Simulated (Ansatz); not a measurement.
**Response to strain in AlN**

Start from AlN in the zinc blende structure (space group F-43m, No. 216; a = 4.4032 Å).

Strains are applied to the cell and any free atomic positions relax.

Calculations: PBE (Ansatz, a first-principles code), no spin-orbit coupling.

Candidates:
(a) isotropic strain −1.50 %
(b) isotropic strain −2.00 %
(c) isotropic strain +3.00 %
(d) isotropic strain −1.00 %

Notes on the quantities. energy relative to the base: free energy F.

Q: Order them by energy relative to the base, highest first.

A: (c) isotropic strain +3.00 % (+48 meV/atom), (b) isotropic strain −2.00 % (+25 meV/atom), (a) isotropic strain −1.50 % (+14 meV/atom), (d) isotropic strain −1.00 % (+6.0 meV/atom)

Whether these cells are dynamically stable was not tested. This is not the structure that AlN has at room temperature and ambient pressure.
